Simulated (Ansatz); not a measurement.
Na interstitial (zinc-blende BN host)

These are PBE, PAW (plane waves to 420 eV; Ansatz, a first-principles code) values and carry that method's errors. The supercell holds 64 host sites (2×2×2 repeats of a cell of 8 atoms), with a 2×2×2 shifted k-point sampling for the final energies. Site at the start: void with 4N nearest. Charged cells carry a point-charge image correction with potential alignment at far atoms. Dielectric constants: PBE linear response of the host. Host gap at this level: 4.46 eV. Finite-size and sampling errors can reach tenths of an eV here. PBE underestimates the host's gap, which shifts levels and can delocalise carriers. Spin–orbit coupling is left out. Each state is the lowest found from its start.

The name describes the start; the neighbours show where the atoms ended.

Charges with a result: +1, 0. Others weren't obtained, and one of them could lie lower, also by skipping a charge.

| charge | moment (μB) | largest move off a lattice site (Å) | neighbours of the last Na atom of the defect at the end (Å) | image correction with alignment (eV) |
|---|---|---|---|---|
| +1 | not spin-polarised | 0.18 | N 1.75, N 1.75, N 1.75, N 1.75 | 0.70 |
| 0 | 1.0 | 0.78 | N 1.71, N 1.73 | 0.00 |

Transition levels above the valence-band maximum: ε(+1/0) = 3.88 eV. On the lower envelope of the bound states, inside the gap: (+1/0) at 3.88 eV.

Flagged in the runs: a doubtful potential alignment.
